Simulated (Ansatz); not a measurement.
Output of an Ansatz run (abridged):

```
WARN ansatz: RAYON_NUM_THREADS=1 ignored (pool sized by the plan → 1); use --threads N
Pseudopotentials: kind: paw
Pseudopotential: Pb, paw, valence charge 14
Pseudopotential: O, paw, valence charge 6
Crystal: 8 atoms, lattice volume = 341.046 Å³
Basis set: ecut = 420 eV, 6695 PW (Γ), exchange–correlation on 54×54×288 points (8 copies of the dense FFT grid, shifted against one another)
Bands: 48, of which v1, the nominal top of the filled ones, is band 40 counted from 1 (39 counted from 0)
Symmetry: 16 space group operations
Space group: P4/nmm (ITA 129), of the structure as read, at distance tolerance 7.0e-5 Å
k-points: 10 of 36
Initial density: superposition of atomic densities (neutral atoms: chi_scale 0, normalization atom), corrected by the library's trained network
Initial wavefunctions: pseudopotential atomic-orbital guess
Eigensolver: davidson
Functional: x = pbe(κ = 0.804, μ = 0.2195149727645171), c = pbe(β = 0.06672455060314922)
SCF iter   1: F=—  HF=-49894.127365 eV  |F-HF|=—  |Δ(HF+E_count)|=         —  Δρ=1.26e-3  dr2=8.63e-3  ethr=1.77e-3  ⟨swp⟩=10.1  Hψ=2332  notcnv=0
all-band conjugate gradients solve this SCF's bands
preconditioner: auto → Resta (q_TF=auto, 2.143 Å⁻¹)
SCF iter   2: F=—  HF=-49894.132223 eV  |F-HF|=—  |Δ(HF+E_count)|=   4.86e-3  Δρ=6.99e-4  dr2=1.43e-3  ethr=1.08e-5  ⟨swp⟩=3.4  Hψ=1148  notcnv=0  defer=26
SCF iter   3: F=—  HF=-49894.133282 eV  |F-HF|=—  |Δ(HF+E_count)|=   1.06e-3  Δρ=4.38e-4  dr2=5.14e-4  ethr=1.79e-6  ⟨swp⟩=2.9  Hψ=759  notcnv=0  defer=26
SCF iter   4: F=—  HF=-49894.133741 eV  |F-HF|=—  |Δ(HF+E_count)|=   4.59e-4  Δρ=2.12e-4  dr2=1.63e-4  ethr=6.43e-7  ⟨swp⟩=3.0  Hψ=716  notcnv=0  defer=26
SCF iter   5: F=—  HF=-49894.133772 eV  |F-HF|=—  |Δ(HF+E_count)|=   3.08e-5  Δρ=3.64e-5  dr2=7.78e-6  ethr=2.03e-7  ⟨swp⟩=2.5  Hψ=668  notcnv=0  defer=26
SCF iter   6: F=—  HF=-49894.133990 eV  |F-HF|=—  |Δ(HF+E_count)|=   2.18e-4  Δρ=1.52e-5  dr2=6.14e-7  ethr=9.72e-9  ⟨swp⟩=2.3  Hψ=739  notcnv=0  defer=26
SCF iter   7: F=-49894.133992 eV  HF=-49894.133992 eV  |F-HF|=2.78e-8  |Δ(HF+E_count)|=   1.96e-6  Δρ=2.69e-6  dr2=2.75e-8  ethr=1.25e-10  ⟨swp⟩=14.7  Hψ=2684  notcnv=0
SCF 1 converged in 7 iterations: F = -49894.133992 eV  dr2 = 2.75e-8
SCF converged after 7 iterations
Free energy (F): -49894.133992 eV
Harris-Foulkes:  -49894.133992 eV  (|F-HF|=2.78e-8)
Internal energy: -49894.133992 eV  (E = F + TS)
E sigma→0 (E₀):  -49894.133992 eV
Fermi energy:    2.622697 eV
--- Per-component energies (eV) ---
  E_band       = -742.257414
  E_kinetic    = 1856.210021
  E_local      = -46494.844406  (includes V_loc(G=0)·N_el)
  E_nonlocal   = 1596.569032
  E_hartree    = 22345.517440
  E_xc         = -1177.088819
  E_vxc        = -904.936572  (∫ρ·V_xc dr)
  E_paw        = -42257.930542  (= ΣΔE_a)
  E_vpaw       = -1486.307154  (= ΣTr[D̂ρ^β])
  E_aug_tail   = 0.009689  (compensation charges beyond the density's cutoff)
  E_ewald      = 14237.423593
  E_smearing   = -0.000000  (= −TS)
  E_closure    = -0.000000  (closes the sum)
  Σ components = -49894.133992   (vs F -49894.133992, Δ=0.00e0)
--- Forces (eV/Å), atoms counted from 1 ---
  atom   1  Pb     0.00000000     0.00000000    -0.50455235
  atom   2  Pb     0.00000000     0.00000000     0.34042575
  atom   3  O      0.00000000     0.00000000    -0.01171093
  atom   4  O      0.00000000     0.00000000    -0.01171093
  atom   5  Pb     0.00000000     0.00000000    -0.34042575
  atom   6  Pb     0.00000000     0.00000000     0.50455235
  atom   7  O      0.00000000     0.00000000     0.01171093
  atom   8  O      0.00000000     0.00000000     0.01171093
  max |Σ_I F_I| component: 8.33e-17 eV/Å
--- Stress (GPa, compression-positive) ---
        1.725149       0.000000       0.000000
        0.000000       1.725149       0.000000
        0.000000       0.000000       1.382413
  P = ⅓ Tr σ = 1.6109 GPa (16.109 kbar)
  The stress holds the Pulay correction. Without it, at fixed plane waves, as pw.x and ABINIT print it: P = 1.4664 GPa
--- Band table (eV; the first three rows and the last of 10) ---
  k-point 0: bands = ["-16.5184", "-16.5072", "-16.0112", "-16.0038", "-14.1745", "-14.1745", "-14.1457", "-14.1457", "-14.1346", "-14.1192", "-14.1141", "-14.0899", "-14.0301", "-14.0156", "-14.0071", "-14.0071", "-13.9773", "-13.9773", "-13.9707", [...]
  k-point 1: bands = ["-16.4640", "-16.4570", "-16.0300", "-16.0250", "-14.1667", "-14.1593", "-14.1487", "-14.1349", "-14.1143", "-14.1015", "-14.0964", "-14.0718", "-14.0587", "-14.0458", "-14.0048", "-13.9859", "-13.9787", "-13.9780", "-13.9526", [...]
  k-point 2: bands = ["-16.3376", "-16.3364", "-16.0935", "-16.0925", "-14.1511", "-14.1468", "-14.1224", "-14.1089", "-14.1047", "-14.0805", "-14.0760", "-14.0714", "-14.0439", "-14.0214", "-13.9879", "-13.9816", "-13.9747", "-13.9704", "-13.9489", [...]
  k-point 9: bands = ["-16.1657", "-16.1657", "-16.1653", "-16.1653", "-14.0901", "-14.0901", "-14.0686", "-14.0686", "-14.0036", "-14.0036", "-14.0018", "-14.0018", "-13.9971", "-13.9971", "-13.9754", "-13.9754", "-13.9609", "-13.9609", "-13.9518", [...]
```

The structure:

```
CELL_PARAMETERS angstrom
      3.99194     0.00000     0.00000
      0.00000     3.99194     0.00000
      0.00000     0.00000    21.40152
ATOMIC_POSITIONS crystal
  Pb 0.50000 0.00000 0.32708
  Pb 0.00000 0.50000 0.43766
  O  0.50000 0.50000 0.38237
  O  0.00000 0.00000 0.38237
  Pb 0.50000 0.00000 0.56234
  Pb 0.00000 0.50000 0.67292
  O  0.50000 0.50000 0.61763
  O  0.00000 0.00000 0.61763
```

Question: What input produced this log?

Answer: Other spellings and defaults could give the same log, and not every line can be read from it. The input that was run (DFT, PBE, plane waves, default PAW files):

Ansatz 0.2 input:
```yaml
# PbO
crystal:
  lattice:
    - [3.99194000, 0.00000000, 0.00000000]
    - [0.00000000, 3.99194000, 0.00000000]
    - [0.00000000, 0.00000000, 21.40152000]
  atoms:
    - { symbol: Pb, position: [0.50000000, 0.00000000, 0.32708000] }
    - { symbol: Pb, position: [0.00000000, 0.50000000, 0.43765600] }
    - { symbol: O, position: [0.50000000, 0.50000000, 0.38236600] }
    - { symbol: O, position: [0.00000000, 0.00000000, 0.38236600] }
    - { symbol: Pb, position: [0.50000000, 0.00000000, 0.56234400] }
    - { symbol: Pb, position: [0.00000000, 0.50000000, 0.67292000] }
    - { symbol: O, position: [0.50000000, 0.50000000, 0.61763400] }
    - { symbol: O, position: [0.00000000, 0.00000000, 0.61763400] }
basis:
  ecutwfc: 420.0 eV
kpoints:
  mp_grid:
    grid: [6, 6, 1]
hamiltonian:
  xc: pbe
  pseudopotentials:
    kind: paw
scf:
  occupations:
    method: fermi_dirac
    width: 0.02 eV
output:
  forces: true
  eigenvalues: true
  stress: true
```

The starting cell has typed, rounded lattice constants, without a prior relaxation at this level. The slab is cut from that crystal, and its faces are unrelaxed. Its lattice was rescaled by up to half a per cent. Spin-orbit coupling is off. Spin polarisation is off, though cut faces can carry moments; a gap of a slab can lie between surface states.

Ansatz is a first-principles code.
